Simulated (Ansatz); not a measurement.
Pt, response to strain

Take Pt in the fcc (Cu type) structure (space group Fm-3m, No. 225; relaxed with 0.1 eV smearing) as the base.

```yaml
crystal:
  lattice:
    - [0.00000, 1.94769, 1.94769]
    - [1.94769, 0.00000, 1.94769]
    - [1.94769, 1.94769, 0.00000]
  atoms:
    - { symbol: Pt, position: [0.00000, 0.00000, 0.00000] }
```

Cartesian axes are those of the cell as printed.

Strains are applied to the cell and any free atomic positions relax; under biaxial strain the out-of-plane vector relaxes too.

Computed with plane-wave PAW DFT at the LDA level (Ansatz, an electronic-structure program, 420 eV), no spin-orbit coupling.

Notes on the quantities. energy relative to the base: free energy F.

```tsv
biaxial strain, plane normal [111], relaxed out of plane (%)	energy relative to the base (meV/atom)
-2.5	25.5
-2.08	?
-1.67	10.9
-1.25	6.0
-0.83	2.6
-0.42	0.6
0	0.0
```

Q: Fit ΔE = Aε² + Bε³ (ε in %) to the rows shown and predict the withheld row.

A: Least squares on the printed values gives A = 3.58 and B = -0.20 meV/atom (largest residual 0.0 meV/atom); this predicts 17.3 meV/atom, and the run gives 17.3 meV/atom, in agreement.

Whether these cells are dynamically stable was not tested. All final runs are without spin polarisation.
